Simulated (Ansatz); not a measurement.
Formation energies of neutral defects against the elements (graphite for carbon, diatomic gases, S8), in metastable zinc-blende GaN (eV), each at one geometry relaxed with PBE and evaluated in Ansatz (a program for electronic structure) with PBE, r2SCAN. Details: 64-site cell; 2×2×2 shifted k-points; charged states image-corrected; no spin–orbit coupling; no Hubbard U; finite-size errors of tenths of an eV; flagged in the runs: for some of the defects a doubtful potential alignment.

```csv
defect,x: PBE (eV),y: r2SCAN (eV)
Eu on the Ga site,1.21,0.82
In on the Ga site,1.55,1.28
N vacancy,3.50,4.32
H on the N site,4.62,5.45
Si on the N site,5.32,5.44
Sb on the N site,5.90,5.69
Ga vacancy,6.97,7.28
Co on the Ga site,2.95,?
```

Q: Fit a straight line to the 7 complete rows and predict the last.

A: Means: x = 4.153, y = 4.326; Sxx = 28.431, Sxy = 30.780. Slope 30.780 / 28.431 = 1.08, intercept 4.326 − 1.08 × 4.153 = -0.16 eV; the rows scatter by 0.52 eV about the line, and R² = 0.96. Prediction: -0.16 + 1.08 × 2.95 = 3.03 eV. The calculation gave 2.68 eV, 0.35 eV below the line, within its scatter.
